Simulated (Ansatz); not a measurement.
An Ansatz (an electronic-structure program) input (Ansatz, PBE, PAW, cutoff 420 eV, no spin-orbit coupling, earlier PAW set):

Ansatz 0.2 input:
```yaml
crystal:
  lattice:
    - [3.5795449771, 0, 0]
    - [0, 3.5795449771, 0]
    - [0, 0, 5.224009689]
  atoms:
    - { symbol: Zr, position: [0, 0, 0] }
    - { symbol: Zr, position: [0.5, 0.5, 0.5] }
    - { symbol: O, position: [0, 0.5, 0.1925108641] }
    - { symbol: O, position: [0, 0.5, 0.6925108641] }
    - { symbol: O, position: [0.5, 0, 0.3074891359] }
    - { symbol: O, position: [0.5, 0, 0.8074891359] }
basis: { ecutwfc: 420, ecutrho_ratio: 4, xc_grid: 2, fft_grid_basis: typed }
kpoints: { mp_grid: { grid: [9, 9, 6] } }
hamiltonian:
  xc: pbe
  dispersion: none
  pseudopotentials: { azcp: { folder: ./paw }, kind: paw }
scf: { occupations: { method: fermi_dirac, width: 0.05 }, convergence: { dr2_threshold: 0.0000000006 } }
relax: { f_tol: 0.005, max_steps: 50 }
output: { forces: true, stress: true }
checkpoint: { write: state.ck, write_every: 1000 }
```

Problem. Which symmetry and how many k-points will the program report, and about how many plane waves at Γ?

Solution. Space group P42/nmc (ITA 137) with 16 operations, k-points 60 of 486, and 1277 plane waves at Γ.

Problem. And the final pressure?

Solution. 6.45 GPa (compression positive).

The cells carry an imposed strain or load. Stability against distortions was not tested. The cell was made from ZrO2 (space group P4_2/nmc, No. 137) by this change: isotropic strain −1.14 %. This is not the structure that ZrO2 has at room temperature and ambient pressure.
